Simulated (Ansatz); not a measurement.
Abridged Ansatz (a program for electronic structure) output:

```
Relaxation: its limit of steps is 50 (relax.max_steps)
Pseudopotential: Hf, paw, valence charge 26
Crystal: 2 atoms, lattice volume = 40.051 Å³
Basis set: ecut = 420 eV, 749 PW (Γ), exchange–correlation on 48×48×72 points (8 copies of the dense FFT grid, shifted against one another)
Bands: 32, of which v1, the nominal top of the filled ones, is band 26 counted from 1 (25 counted from 0)
Symmetry: 24 space group operations
k-points: 336 of 5292
Functional: x = pbesol(κ = 0.804, μ = 0.12345679012345678), c = pbesol(β = 0.046)
SCF iter   1: F=—  HF=-31195.927266 eV  |F-HF|=—  |Δ(HF+E_count)|=         —  Δρ=3.20e-3  dr2=1.85e-3  ethr=1.77e-3  ⟨swp⟩=5.1  Hψ=36204  notcnv=0
SCF iter   2: F=—  HF=-31195.927843 eV  |F-HF|=—  |Δ(HF+E_count)|=   5.77e-4  Δρ=1.81e-3  dr2=5.36e-4  ethr=3.56e-6  ⟨swp⟩=2.1  Hψ=21307  notcnv=0
SCF 1 converged in 6 iterations: F = -31195.928031 eV  dr2 = 8.04e-9
relax step   1: F+E_penalty+E_count = -31195.92803058 eV  Δ(F+E_penalty+E_count) = +0.000e0 eV  max|allowed force component| = 9.252e-17 eV/Å  Δτ_max = 0.0000 Å  P = +9.535 GPa  Ω = 40.051 Å³  fix = [a, b, gamma]  reactions: a +12.657, b +12.657 GPa  (6 SCF iters, dr2 threshold 1.00e-7 eV, accepted)
[... steps on the carried basis left out ...]
relax step   5: F+E_penalty+E_count = -31195.93441500 eV  Δ(F+E_penalty+E_count) = +5.832e-7 eV  max|allowed force component| = 8.327e-17 eV/Å  Δτ_max = 0.0000 Å  P = +7.284 GPa  Ω = 40.706 Å³  energy of the carried Pulay correction = -1.988e-4 eV  fix = [a, b, gamma]  reactions: a +10.926, b +10.926 GPa  (4 SCF iters, dr2 threshold 2.62e-10 eV, accepted)
Crystal: 2 atoms, lattice volume = 40.706 Å³
SCF iter   1: F=—  HF=-31195.934609 eV  |F-HF|=—  |Δ(HF+E_count)|=         —  Δρ=2.46e-5  dr2=3.27e-8  ethr=3.17e-9  ⟨swp⟩=4.2  Hψ=75388  notcnv=0
SCF iter   2: F=—  HF=-31195.934618 eV  |F-HF|=—  |Δ(HF+E_count)|=   8.74e-6  Δρ=1.58e-5  dr2=3.78e-8  ethr=6.30e-11  ⟨swp⟩=3.1  Hψ=23597  notcnv=0
SCF 6 converged in 6 iterations: F = -31195.934618 eV  dr2 = 3.65e-13
SCF converged after 6 iterations
Free energy (F): -31195.934618 eV
Internal energy: -31195.873535 eV  (E = F + TS)
E sigma→0 (E₀):  -31195.904077 eV
Entropy (-TS):   -0.061082 eV (-30.541 meV/atom)
Fermi energy:    21.810121 eV
--- Forces (eV/Å), atoms counted from 1 ---
  atom   1  Hf    -0.00000000    -0.00000000    -0.00000000
  atom   2  Hf     0.00000000     0.00000000     0.00000000
--- Stress (GPa, compression-positive) ---
       10.925953       0.000000       0.000000
       -0.000000      10.925953       0.000000
        0.000000       0.000000       0.001623
  P = ⅓ Tr σ = 7.2845 GPa (72.845 kbar)
--- Relaxed structure (5 steps of the walk, 5 accepted, 1 SCFs on fresh bases) ---
  cell:  # Å, volume = 40.7060 Å³
    - [3.0033541933229095, -2.886754584483458e-11, 0.0]
    - [1.5016770966864548, 2.6009810279657257, 0.0]
    - [0.0, 0.0, 5.210918081461158]
  atoms:
    - { symbol: Hf, position: [0.33333333333333337, 0.33333333333333326, 0.75] }
    - { symbol: Hf, position: [0.6666666666666667, 0.6666666666666665, 0.25] }
```

### Question
What was computed, and what are the main results?

### Answer
Hf, 2 atoms in the cell, with PBEsol (Ansatz), no SOC. The last SCF converged to F = -31195.934618 eV, or -15597.9673 eV per atom, at a pressure of 7.28 GPa. The total energy compares only with runs of the same code, potentials and settings.

The cells carry an imposed strain or load. No phonon test of stability was made. All final runs are without spin polarisation. The cell was made from Hf in the hcp (Mg type) structure (space group P6_3/mmc, No. 194) by this change: biaxial strain −4.90 %, plane normal [001], relaxed out of plane.

Keys are those of Ansatz 0.2.
